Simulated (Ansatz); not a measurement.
Results of r²SCAN-D4 (Ansatz, a quantum-chemistry and plane-wave program, PAW) for TmSi (Cmcm, No. 63; cell taken from a computed entry).

Run with plane-wave cutoff 500 eV, 10×10×10 k mesh, Fermi–Dirac smearing 0.05 eV, spin-polarised start, scalar-relativistic PAW data made under PBE.

Computed at the level's own relaxed cell.

Estimate the volume per atom that the calculation returns.


* **volume per atom**: 21.08 Å³/atom

Note: the magnetic order was assumed, not searched for or taken from measurement; the relaxation could not lower the start's symmetry, so the cell can be a saddle point above a distorted one; the 4f shell is treated without U or exact exchange, so its levels and filling can be wrong.

Spin–orbit coupling is not included.

The computed numbers hold no vibrational or temperature effects.
